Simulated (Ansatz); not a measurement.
# Ge2Os (C2/m, No. 12; cell taken from a computed entry)

Calculation: r²SCAN-D4 in Ansatz (PAW).

Settings: plane-wave cutoff 500 eV, 14×14×6 k mesh (along the axes of the cell as run), Fermi–Dirac smearing 0.05 eV, no spin polarisation, scalar-relativistic PAW data made under PBE.

Cell: relaxed at this level.

equilibrium volume per atom: 15.57 Å³/atom
band gap: none

Note: the relaxation could not lower the start's symmetry, so the cell can be a saddle point above a distorted one.

Spin–orbit coupling is not included.

Static lattice: no zero-point or thermal effects.

Computing time: around 12 core-minutes (rough).

Ansatz is a quantum-chemistry and plane-wave program.
